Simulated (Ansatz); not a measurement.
**Ta₂N (P-3m1, No. 164, 3 atoms in the cell; start mp-10196): properties by level of theory**

| level (code) | equilibrium lattice constant a (Å) | c axis length (Å) |
|---|---|---|
| PBE (Ansatz) | 3.102 | (withheld) |
| PBE-D4 (Ansatz) | 3.088 | (withheld) |
| r²SCAN-D4 (Ansatz) | (withheld) | (withheld) |

Complete the blanks.


- PBE (Ansatz, an electronic-structure program), c axis length (Å): 4.881
- PBE-D4 (Ansatz), c axis length (Å): 4.860
- r²SCAN-D4 (Ansatz), equilibrium lattice constant a (Å): 3.068
- r²SCAN-D4 (Ansatz), c axis length (Å): 4.892

Caveats: the relaxation could not lower the start's symmetry, so the cell can be a saddle point above a distorted one (PBE, PBE-D4, r²SCAN-D4). Ansatz's density-functional and Hartree–Fock values are scalar-relativistic unless marked +SOC, with PAW data made under PBE.

The computed numbers hold no vibrational or temperature effects.

A start named mp-… is a Materials Project structure, which need not be a measured phase.
